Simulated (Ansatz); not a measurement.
Structures of equal composition on the (0001) surface of 4H silicon carbide (Si plane on top): (√3x√3)R30° Si adatom at H3; (√3x√3)R30° Si adatom at T4. The slabs share one bottom face, and each structure is named by its start. These are constructed structures in small cells; real faces may alloy, dewet or reconstruct in larger ones, and not all known structures of the face are among them. Slabs of about 10 Å with all that they carry, Fermi-Dirac smearing of 0.025 eV. Bottom of the slabs: H caps. Relaxed from the named starts with such symmetry as they have, on meshes of like density; energies extrapolated to zero smearing; no spin-orbit coupling, no U. Spin-polarised runs, if any, are marked in brackets, and their order is one that fits the cell; the others ran without spin. Where a second, spin-polarised start was run, the lower counts.

Host crystal: 4H silicon carbide, with a band gap (PBE, scalar-relativistic without spin-orbit coupling).

All values below come from PBE (plane waves to 420 eV, PAW; Ansatz, a program for electronic structure).

Problem. Order them by energy per 1x1 cell (lowest first) at the level PBE.

Solution. (√3x√3)R30° Si adatom at T4 (0.000 eV [spin, 1.0 μB a cell], gap 0.42 eV on the mesh), (√3x√3)R30° Si adatom at H3 (0.170 eV [spin, 1.0 μB a cell], gap 0.53 eV on the mesh)
